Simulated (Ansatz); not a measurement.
An Ansatz (a quantum-chemistry and plane-wave program) run: Te; DFT with PBEsol, PAW potentials and a 420 eV plane-wave cutoff in Ansatz, spin-orbit coupling left out.

Input:

Ansatz 0.2 input:
```yaml
crystal:
  lattice:
    - [4.3174445462, 0, 0]
    - [-2.1587222731, 3.7390166564, 0]
    - [0, 0, 5.9566180633]
  atoms:
    - { symbol: Te, position: [0.2838309243, 0, 0.3333333333] }
    - { symbol: Te, position: [0, 0.2838309243, 0.6666666667] }
    - { symbol: Te, position: [0.7161690757, 0.7161690757, 0] }
basis: { ecutwfc: 420, ecutrho_ratio: 4, xc_grid: 2, fft_grid_basis: typed }
kpoints: { mp_grid: { grid: [9, 9, 6] } }
hamiltonian:
  xc: pbesol
  dispersion: none
  pseudopotentials: { kind: paw }
scf: { occupations: { method: fermi_dirac, width: 0.05 }, convergence: { dr2_threshold: 0.0000000003 } }
output: { forces: true, stress: true }
```

Output (explanatory and most iteration lines left out):

```
Pseudopotential: Te, paw, valence charge 16
Crystal: 3 atoms, lattice volume = 96.158 Å³
Basis set: ecut = 420 eV, 1897 PW (Γ), exchange–correlation on 60×60×80 points (8 copies of the dense FFT grid, shifted against one another)
Bands: 28, of which v1, the nominal top of the filled ones, is band 24 counted from 1 (23 counted from 0)
Symmetry: 6 space group operations
Space group: P3121 (ITA 152), of the structure as read, at distance tolerance 4.6e-5 Å
k-points: 62 of 486 (time reversal used)
Functional: x = pbesol(κ = 0.804, μ = 0.12345679012345678), c = pbesol(β = 0.046)
SCF iter   1: F=—  HF=-20704.541282 eV  |F-HF|=—  |Δ(HF+E_count)|=         —  Δρ=1.97e-3  dr2=2.33e-3  ethr=1.77e-3  ⟨swp⟩=7.0  Hψ=7783  notcnv=0
SCF iter   2: F=—  HF=-20704.537612 eV  |F-HF|=—  |Δ(HF+E_count)|=   3.67e-3  Δρ=1.10e-3  dr2=7.06e-4  ethr=4.85e-6  ⟨swp⟩=2.9  Hψ=3514  notcnv=0
SCF 1 converged in 8 iterations: F = -20704.537682 eV  dr2 = 4.53e-11
SCF converged after 8 iterations
Free energy (F): -20704.537682 eV
Internal energy: -20704.536627 eV  (E = F + TS)
E sigma→0 (E₀):  -20704.537154 eV
Entropy (-TS):   -0.001055 eV (-0.352 meV/atom)
Fermi energy:    9.578533 eV
--- Forces (eV/Å), atoms counted from 1 ---
  atom   1  Te     0.00001340    -0.00000000     0.00000000
  atom   2  Te    -0.00000670     0.00001161    -0.00000000
  atom   3  Te    -0.00000670    -0.00001161     0.00000000
--- Stress (GPa, compression-positive) ---
       -0.006579       0.000000      -0.000000
       -0.000000      -0.006579       0.000000
       -0.000000       0.000000      -0.004919
  P = ⅓ Tr σ = -0.0060 GPa (-0.060 kbar)
```

With Te present, leaving out spin-orbit coupling can change the band edges. Stability against distortions was not tested. The cell is Te (space group P3_121, No. 152; made of chains). No dispersion term is included in the PBEsol runs.
